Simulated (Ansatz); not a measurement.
## ZnF2: isotropic strain +2.40 %

Start from ZnF2 in the rutile structure (space group P4_2/mnm, No. 136; a = 4.801 Å, c = 3.175 Å).

It is then changed as follows: the cell is scaled by 1.0240 in all directions, atoms relaxed at fixed cell.

All numbers come from PBE (Ansatz, a quantum-chemistry and plane-wave program; PAW; 420 eV plane waves; scalar-relativistic without spin-orbit coupling). Settings: 7×7×10 k-points, 0.05 eV Fermi–Dirac smearing.

The volume per atom increases by 0.90 Å³ (12.20 Å³ → 13.10 Å³) and the space group remains P4_2/mnm (No. 136). The shortest interatomic distance rises by 0.036 Å (2.067 Å → 2.103 Å) and the energy increases by 18 meV/atom. The pressure (mean of the normal stresses, compression positive) goes from zero to -5.83 GPa and the band gap decreases by 0.14 eV to 3.38 eV. The gap character stays indirect, R → Γ and the smallest direct gap drops by 0.03 eV to 3.50 eV. The mean gap deformation potential ΔEg/Δln V comes out as -1.9 eV and the width of the top valence band falls by 0.193 eV (1.09 eV → 0.89 eV). The electron mass goes from 0.41 mₑ along c, 0.45 mₑ across (at Γ) to 0.40 mₑ along c, 0.45 mₑ across (at Γ) and the largest internal atomic displacement is 0.025 Å.

Cost of the whole job for the changed cell (relaxation, final SCF and bands): around 60 core-seconds (rough).

Masses are band curvatures over ±0.01 Å⁻¹ around the edge. Whether these cells are dynamically stable was not tested.
